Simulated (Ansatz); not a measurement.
The starting structures come from a database of crystals and need not be the phases stable at ambient conditions.

By PBEsol, the system below comes out a metal.

Here is the system:

```
CELL_PARAMETERS angstrom
      2.73098     0.00000     0.00000
     -1.36549     2.36510     0.00000
      0.00000     0.00000     4.42849
ATOMIC_POSITIONS crystal
  Rh 0.66667 0.33333 0.75000
  Rh 0.33333 0.66667 0.25000
```

Space group of this cell: P6_3/mmc, hcp (Mg type). The cell is taken as given; by PBEsol its mean pressure is -13.7 GPa.

Method: PBEsol (plane waves, PAW; Ansatz, a quantum-chemistry and plane-wave program).

The current runs along the normal of the first two printed vectors; no spin-orbit coupling. Scaled by the factor s: all lengths (ions clamped). Meshes 24×24×14 and 42×42 across the current in all rows.

| s | mean pressure (GPa) | ballistic conductance per area (both spins) (× 10¹⁵ S/m²) |
|---|---|---|
| 0.98 | 2.0 | 2.45 |
| 1.00 | -13.7 | 2.35 |
| 1.02 | -24.7 | ? |

### Question
Take the slope of the ballistic conductance per area (both spins) against ln s from the two given rows, extrapolate to s = 1.02, and say what the run there gives.

### Answer
Slope = (2.45 − 2.35) / ln 0.98 = -4.95 × 10¹⁵ S/m². The line gives 2.35 + (-4.95) × ln 1.02 = 2.25 × 10¹⁵ S/m². The run gives 2.24 × 10¹⁵ S/m², 0.01 × 10¹⁵ S/m² under the line, 12 % of the predicted step.
